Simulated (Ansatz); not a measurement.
# Response to strain in GaAs

The reference is GaAs in the zinc blende structure (space group F-43m, No. 216; a = 5.6667 Å). Axes: x, y, z lie along the cube axes.

Strains are applied to the cell and any free atomic positions relax.

All numbers come from Ansatz (an electronic-structure program), r2SCAN, PAW, cutoff 500 eV, no spin-orbit coupling.

Notes on the quantities. energy relative to the base: free energy F.

| uniaxial strain ε_zz (%) | energy relative to the base (meV/atom) |
|---|---|
| -3 | 7.7 |
| -2.5 | 5.3 |
| -2 | 3.4 |
| -1.5 | ? |
| -1 | 0.8 |
| -0.5 | 0.2 |
| 0 | 0.0 |

**Question.** Fit ΔE = Aε² + Bε³ (ε in %) to the rows shown and predict the withheld row.

**Answer.** Least squares on the printed values gives A = 0.820 and B = -0.012 meV/atom (largest residual 0.0 meV/atom); this predicts 1.9 meV/atom, and the run gives 1.9 meV/atom, in agreement.

Stability against distortions was not tested.
